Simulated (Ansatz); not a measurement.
Take SiO2 (space group P3_121, No. 152; a = 4.949 Å, c = 5.442 Å) as the base. Axes: x lies along a and z along c of the hexagonal cell.

Structures relaxed with Ansatz (a quantum-chemistry and plane-wave program), PBEsol, PAW, cutoff 420 eV, no SOC.

Base:

Simulated powder pattern, Cu Kα, λ = 1.54184 Å (kinematic, ideal powder, no thermal factors, no anomalous dispersion; the 8 strongest lines at most, above 2 %, up to 2θ = 90°):

| 2θ (°) | I/Imax (%) | hkl |
|---|---|---|
| 20.72 | 19 | (100) |
| 26.47 | 100 | (101) |
| 36.30 | 7.6 | (110) |
| 39.22 | 7.5 | (012) |
| 49.81 | 14 | (112) |
| 59.54 | 10 | (211) |
| 67.26 | 6.5 | (212) |
| 67.67 | 7.9 | (023) |

Perturbation: compressive biaxial strain of 2.29 % in the plane normal to [001], as in epitaxy on a mismatched substrate; the out-of-plane cell vector and the atoms relax.

Problem. Predict the new powder pattern.

Solution. 
Simulated powder pattern, Cu Kα, λ = 1.54184 Å (kinematic, ideal powder, no thermal factors, no anomalous dispersion; the 8 strongest lines at most, above 2 %, up to 2θ = 90°):

```tsv
2θ (°)	I/Imax (%)	hkl
21.21	19	(100)
26.81	100	(101)
37.18	9.6	(110)
39.35	10	(012)
50.38	12	(112)
60.93	11	(211)
68.21	7.6	(023)
68.49	7.2	(212)
```

The indices refer to the base's conventional cell; one index is shown for lines that coincide.

No phonon test of stability was made.
